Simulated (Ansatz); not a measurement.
Habitual settings against a tight run: CuPd (Cmmm, 2 atoms in the cell)

Self-consistent single point.

```
CELL_PARAMETERS angstrom
      1.50215    -2.17500     0.00000
      1.50215     2.17500     0.00000
      0.00000     0.00000     4.14612
ATOMIC_POSITIONS crystal
  Cu 0.00000 0.00000 0.00000
  Pd 0.50000 0.50000 0.50000
```

Level of theory: PBEsol, PAW files made with PBE (plane waves; Ansatz, an electronic-structure program).

Base settings: basis.ecutwfc = 420 eV; kpoints.mp_grid.grid = 13 13 8; hamiltonian.xc = pbesol; hamiltonian.pseudopotentials = {kind: paw} (the program's default PAW files); scf.occupations.method = cold; scf.occupations.width = 0.272 eV.

Tight run (finer mesh or higher cutoff; not a proven limit): basis.ecutwfc: 420 eV → 590 eV; kpoints.mp_grid.grid: 13 13 8 → 18 18 11; scf.convergence.dr2_threshold: default (1e-07 eV) → 1e-09 eV. It gave Fermi level (on the code's own zero) 17.36 eV; pressure -4.29 GPa.

Quick runs, as changes from the base:
- A: the base itself
- B: basis.ecutwfc: 420 eV → 335 eV; kpoints.mp_grid.grid: 13 13 8 → 2 2 2
- C: basis.ecutwfc: 420 eV → 210 eV; kpoints.mp_grid.grid: 13 13 8 → 8 8 8
- D: basis.ecutwfc: 420 eV → 250 eV; kpoints.mp_grid.grid: 13 13 8 → 1 1 1; scf.occupations.method: cold → gaussian; scf.occupations.width: 0.272 eV → 0.5 eV
- E: basis.ecutwfc: 420 eV → 210 eV; kpoints.mp_grid.grid: 13 13 8 → 2 2 2; scf.occupations.width: 0.272 eV → 0.5 eV
- F: basis.ecutwfc: 420 eV → 295 eV; kpoints.mp_grid.grid: 13 13 8 → 8 8 8

Energies are extrapolated to zero smearing width, which holds to low order in the width alone.

The count of work is k-points × plane waves × bands × iterations; it is no time. 

Pressures in the table are Ansatz's without its Pulay estimate, at a fixed set of plane waves; the tight run's value above holds the estimate.

The starting cell comes from a database of computed structures (which also holds hypothetical and non-ambient phases and stackings), without a prior relaxation at this level. Its lattice was rescaled by a random factor within 2.5 % of one. Spin polarisation is off. In the base run, with a pressure of about -4 GPa the cell is away from its equilibrium volume at this level.

| run | energy less tight (meV/atom) | pressure less tight (GPa) | count of work / tight |
|---|---|---|---|
| A | 5.5 | 0.07 | 0.22 |
| B | 1243.4 | 14.27 | 0.0059 |
| C | 6633.9 | -400.44 | 0.036 |
| D | -1104.6 | -91.37 | 0.00056 |
| E | 7828.7 | -377.81 | 0.0029 |
| F | 192.6 | -20.40 | 0.054 |

Among the runs at the tight run's level, the energy misses run from 5.5 to 7828.7 meV/atom.

Keys are those of Ansatz 0.2.
